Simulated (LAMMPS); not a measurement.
W (bcc) at 3330 K and zero pressure, started from the crystal, with several potentials, in cells of their own sizes.

Potentials compared:
- EAM-type W_zhou.eam.alloy: classical MD, pair style eam/alloy, file W_zhou.eam.alloy (LAMMPS); Zhou et al, Acta Mater, 49, 4005 (2001)
- MEAM WL.meam: classical MD, pair style meam, file WL.meam (LAMMPS); Lee, Baskes, Kim, Cho. Phys. Rev. B, 64, 184102 (2001)
- MEAM library.meam-W: classical MD, pair style meam, file library.meam (library.meam-W) (LAMMPS); Baskes, Phys Rev B, 46, 2727-2742 (1992)
- SNAP W_2940_2017_2.snap: MD with a machine-learned potential, pair style snap, file W_2940_2017_2.snap (LAMMPS); Wood, M. A. and Thompson, A. P. "Quantum-Accurate Molecular Dynamics Potential for Tungsten" arXiv:1702.07042 [physics.comp-ph]

```json
[
 {"potential": "EAM-type W_zhou.eam.alloy", "state": "crystal; no diffusion seen in 30 ps", "volume": "16.723 ± 0.002 Å³/atom", "first peak of g(r)": "2.78 Å, height 3.1", "coordination number": "14.0 (counted to 3.90 Å)", "mean phonon frequency": "4.4 THz", "rough cost (ms per atom and simulated ps)": "3 to 10"},
 {"potential": "MEAM WL.meam", "state": "crystal; no diffusion seen in 30 ps", "volume": "16.650 ± 0.001 Å³/atom", "first peak of g(r)": "2.80 Å, height 2.9", "coordination number": "14.0 (counted to 3.86 Å)", "mean phonon frequency": "3.9 THz", "rough cost (ms per atom and simulated ps)": "3 to 10"},
 {"potential": "MEAM library.meam-W", "state": "liquid", "volume": "19.53 ± 0.02 Å³/atom", "first peak of g(r)": "2.66 Å, height 2.7", "coordination number": "7.95 (counted to 3.34 Å)", "mean phonon frequency": "4.6 THz", "rough cost (ms per atom and simulated ps)": "1 to 3"},
 {"potential": "SNAP W_2940_2017_2.snap", "state": "crystal; no diffusion seen in 9.0 ps", "volume": "17.417 ± 0.007 Å³/atom", "first peak of g(r)": "2.80 Å, height 2.9", "coordination number": "14.0 (counted to 3.94 Å)", "mean phonon frequency": "-", "rough cost (ms per atom and simulated ps)": "100 to 300"}
]
```

Costs are rough: whole-run CPU time with set-up and analysis, from shared machines, in bands a factor of about three wide.

Caution: a run this short can hold a crystal over, or a liquid under, the potential's own melting point, which these runs don't give.

Caution: the potential MEAM library.meam-W is a first-neighbour MEAM set with a 4 Å cutoff, used here without a parameter file and away from the static properties it was fitted to.

Caution (row MEAM library.meam-W): this liquid lies under the measured melting point of 3695 K, so it is undercooled or the potential melts low.

Caution (row SNAP W_2940_2017_2.snap): enthalpy drifts during the constant-pressure average: a transition or slow ageing; fluctuation values are void.

States go by the mean squared displacement: a species diffuses where it passes 1.5 Å², still rises and gives D over 1e-6 cm²/s; a crystal has left its structure where atoms lie 0.35 Å off their sites on average or a cubic box changes its shape by 3 %, or the axial ratios of another lie 8 % off the starting cell's, which the potential's own relaxation can also do.

Errors shown are sampling errors alone.
